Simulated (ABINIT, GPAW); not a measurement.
An ABINIT input for a self-consistent single point of BaSn (Cmcm, 4 atoms in the cell) (DFT, PBEsol, plane waves, norm-conserving pseudopotentials (PseudoDojo nc-sr-04 PBEsol standard)):

```
# BaSn, PseudoDojo nc-sr-04 PBEsol standard
pp_dirpath "./"
pseudos "Ba.upf, Sn.upf"
acell 3*1.0
rprim
         5.0702580246  -12.0241572556    0.0000000000
         5.0702580246   12.0241572556    0.0000000000
         0.0000000000    0.0000000000    8.9103232393
natom 4
ntypat 2
znucl 56 50
typat 1 1 2 2
xcart
         2.6830650000    4.6375433244    1.1787850000
         2.6830650000   -4.6375433244    3.5363550000
         2.6830650000    0.9170225892    1.1787850000
         2.6830650000   -0.9170225892    3.5363550000
      Angstrom
ecut 36
occopt 3
tsmear 0.00183747
nband 31
kptopt 1
ngkpt 5 5 5
nshiftk 1
shiftk 0 0 0
nstep 60
tolvrs 1.0e-11
prtwf 0
prtden 0
```

### Question
Translate this input to GPAW.

### Answer
One input that does it (others would too):

```python
from ase import Atoms
from ase.units import GPa
from gpaw import GPAW

atoms = Atoms(['Ba', 'Ba', 'Sn', 'Sn'],
              cell=[[2.683065, -6.362910, 0.000000],
                    [2.683065, 6.362910, 0.000000],
                    [0.000000, 0.000000, 4.715140]],
              scaled_positions=[[0.135580, 0.864420, 0.250000],
                                [0.864420, 0.135580, 0.750000],
                                [0.427940, 0.572060, 0.250000],
                                [0.572060, 0.427940, 0.750000]],
              pbc=True)

calc = GPAW(mode={'name': 'pw', 'ecut': 550},
            xc='PBEsol',
            kpts=(5, 5, 5),
            occupations={'name': 'fermi-dirac', 'width': 0.05},
            nbands=-8,
            convergence={'forces': 0.001},
            symmetry={'symmorphic': False, 'tolerance': 0.0005},
            maxiter=100)

atoms.calc = calc

energy = atoms.get_potential_energy()
print('Energy (eV):', round(energy, 6))
forces = atoms.get_forces()
print('Forces (eV/Ang):')
print(forces.round(5))
stress = atoms.get_stress()
print('Stress (GPa, Voigt):', (stress / GPa).round(4))
```

Basis, cutoffs, solver keys and any potentials are the target program's own. This input uses DFT PBEsol, plane waves, GPAW PAW datasets PBEsol (made by gpaw-setup).

The starting cell comes from a database of computed structures (which also holds hypothetical and non-ambient phases and stackings), without a prior relaxation at this level.
